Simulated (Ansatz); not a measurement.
# GaAs: strain along the normal

GaAs (zinc blende, F-43m, 21.985 Å³/atom at rest) under an equal strain ε in the (001) plane with the normal axis free, as in a coherent film. LDA in Ansatz, a plane-wave DFT program (PAW, default set), 420 eV, 10×10×10 Γ-centred mesh, Fermi-Dirac smearing 0.05 eV; ions are relaxed within the symmetry of each cell.

Here s stands for strain and y for normal strain.

```csv
strain (%),normal strain (%)
-3.00,?
-1.50,1.35
-1.00,0.91
-0.50,0.46
0.00,0.00
0.50,-0.45
1.00,-0.91
1.50,-1.37
```

The 7 complete rows are fitted with a straight line, y against s. Means: s 0, y -0.001. About the means, the sum of products is -6.3550 and the sum of squares of s is 7.0000; the slope is their ratio. Least squares gives y = -0.001 - 0.9079·s. Residuals (row less fit): -0.011, 0.003, 0.007, 0.001, 0.005, -0.001, -0.007; standard error 0.007 (degrees of freedom: 5). The slope, -0.91 ± 0.00, is the elastic response of the normal axis, −2C12/C11 for this plane.

Problem. What does the fit predict for y at s = -3.00, and how far is the calculated value from it?

Solution. y = -0.001 - 0.9079 × (-3.0) = 2.723%. The calculation gives 2.68%, 0.043% below the prediction (1.1 % of the range of y in the table). The row lies outside the fitted rows, so this is an extrapolation. From the scatter of the fitted rows alone, a prediction at this place has a standard error of 0.011%, so the miss is 3.9 times that.

One order more, fitted to all 13 runs of the series, follows each within 0.01, so the miss is the next term of a smooth law. Rows are the converged runs of the series near zero and its far end; series whose fitted rows scatter by over a few per cent of the range, as at a crossing or softening among them, aren't shown in this form. Most that stay on the fit to the last digits aren't either.
